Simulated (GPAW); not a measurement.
A self-consistent single point of Li3YSb2 (P-3m1, 6 atoms in the cell) with GPAW.

Level of theory: LDA (Perdew-Wang 92), GPAW PAW datasets LDA (gpaw-data 1.0.1) (plane waves; GPAW).

```xyz
6
Lattice="4.5315 0.0000 0.0000 -2.2657 3.9244 0.0000 0.0000 0.0000 7.1874" Properties=species:S:1:pos:R:3 pbc="T T T"
Li     0.0000     2.6163     4.6791
Li     2.2657     1.3081     2.5083
Li     0.0000     0.0000     3.5937
Y      0.0000     0.0000     0.0000
Sb     0.0000     2.6163     1.7915
Sb     2.2657     1.3081     5.3959
```

Reference input (self-consistent single point, DFT PBEsol, plane waves, GPAW PAW datasets PBEsol (made by gpaw-setup)): mode = pw; ecut = 600 eV; xc = PBEsol; kpts = 6 6 3; mesh shift (steps) = 0 0 0; occupations.name = fermi-dirac; occupations.width = 0.136 eV; nbands = -14; convergence.density = 1e-05 e/electron; symmetry.symmorphic = false; symmetry.tolerance = 0.0005; maxiter = 100. This run's input differs from it in these lines:

```diff
@@ -17,3 +17,3 @@
 calc = GPAW(mode={'name': 'pw', 'ecut': 600},
-            xc='PBEsol',
+            xc='LDA',
             kpts={'size': (6, 6, 3), 'gamma': True},
```

Its files differ too (potentials: GPAW PAW datasets LDA (gpaw-data 1.0.1)).

Output (repeated stretches shortened):

```
     iter     time        total  log10-change:
                         energy   eigst   dens
iter:   1 --:--:--   -27.927619
iter:   2 --:--:--   -27.620127   -0.45  -1.26
iter:   3 --:--:--   -26.974062   -0.99  -1.31
iter:   4 --:--:--   -26.923589   -2.64  -1.55
iter:   5 --:--:--   -26.925040   -1.78  -1.58
iter:   6 --:--:--   -26.900300   -3.51  -1.97
iter:   7 --:--:--   -26.865363   -3.24  -2.08
iter:   8 --:--:--   -26.860573   -3.77  -2.46
iter:   9 --:--:--   -26.860162c  -4.85  -2.96
iter:  10 --:--:--   -26.859545c  -4.78  -3.04
iter:  11 --:--:--   -26.859376c  -5.23  -3.25
iter:  12 --:--:--   -26.859301c  -5.88  -3.33
iter:  13 --:--:--   -26.859236c  -5.70  -3.45
iter:  14 --:--:--   -26.859229c  -6.79  -3.80
iter:  15 --:--:--   -26.859181c  -6.70  -3.86
iter:  16 --:--:--   -26.859176c  -7.48c -4.31
iter:  17 --:--:--   -26.859172c  -8.51c -4.34
iter:  18 --:--:--   -26.859168c  -8.33c -4.34
iter:  19 --:--:--   -26.859163c  -7.38  -4.36
iter:  20 --:--:--   -26.859164c  -8.26c -4.50
iter:  21 --:--:--   -26.859168c  -8.32c -4.53
iter:  22 --:--:--   -26.859169c  -9.01c -4.75
iter:  23 --:--:--   -26.859168c  -8.57c -4.83
iter:  24 --:--:--   -26.859167c  -9.76c -4.96
iter:  25 --:--:--   -26.859167c  -8.86c -5.08c
Converged after 25 iterations.

Dipole moment: (-0.000000, 0.000000, -0.000000) |e|*Ang

Energy contributions relative to reference atoms: (reference = -444851.585422)

Kinetic:         +2.509077
Potential:       -3.371410
External:        +0.000000
XC:             -26.246959
Entropy (-ST):   -0.037294
Local:           +0.268772
SIC:             +0.000000
--------------------------
Free energy:    -26.877814
Extrapolated:   -26.859167

Showing only first 2 kpts
 Kpt  Band  Eigenvalues  Occupancy
  0    20      5.12555    1.38232
  0    21      5.49683    0.25472
  0    22      6.29528    0.00082
  0    23      6.42632    0.00031

  1    20      4.79133    1.92628
  1    21      4.79135    1.92627
  1    22      6.26483    0.00103
  1    23      6.26484    0.00103

Fermi level: 5.23510

No gap
   [... lines left out ...]
  0 Li    0.00000   -0.00000    0.00894
  1 Li   -0.00000    0.00000   -0.00894
  2 Li    0.00000   -0.00000    0.00000
  3 Y     0.00000    0.00000    0.00000
  4 Sb   -0.00000    0.00000   -0.15594
  5 Sb   -0.00000   -0.00000    0.15594

Stress tensor:
     0.019412     0.000000     0.000000
     0.000000     0.019412     0.000000
     0.000000     0.000000     0.022021
Stress (GPa, Voigt): [3.1101 3.1101 3.5281 0.     0.     0.    ]
```

The run converged in 25 iterations. GPAW prints stress with tension positive. Against the reference run the pressure goes from -1.71 to -3.25 GPa and the largest force goes from 0.116 to 0.156 eV/Å.

The starting cell comes from a database of computed structures (which also holds hypothetical and non-ambient phases and stackings), without a prior relaxation at this level. With a pressure of about -3 GPa the cell is away from its equilibrium volume at this level.

Cost on one core of a shared machine: roughly 50 s.
